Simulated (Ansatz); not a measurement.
The reference is MgSe in the rock salt structure (space group Fm-3m, No. 225; a = 5.4498 Å).

Levels (all Ansatz, a quantum-chemistry and plane-wave program, PAW): PBEsol (420 eV, no spin-orbit coupling); r2SCAN (500 eV, no SOC); HSE06 (420 eV, no spin-orbit coupling).

At the geometry relaxed with PBEsol, these levels gave the following band gaps, in shuffled order: (a) 1.78 eV, (b) 2.68 eV, (c) 2.50 eV.

Q: Match each gap to its level.

A: (a) PBEsol; (b) HSE06; (c) r2SCAN.

Single points use the geometry relaxed with PBEsol. HSE06 was sampled on its mesh, a few special points and the semilocal edge points, so its gap is an upper bound. Stability against distortions was not tested.
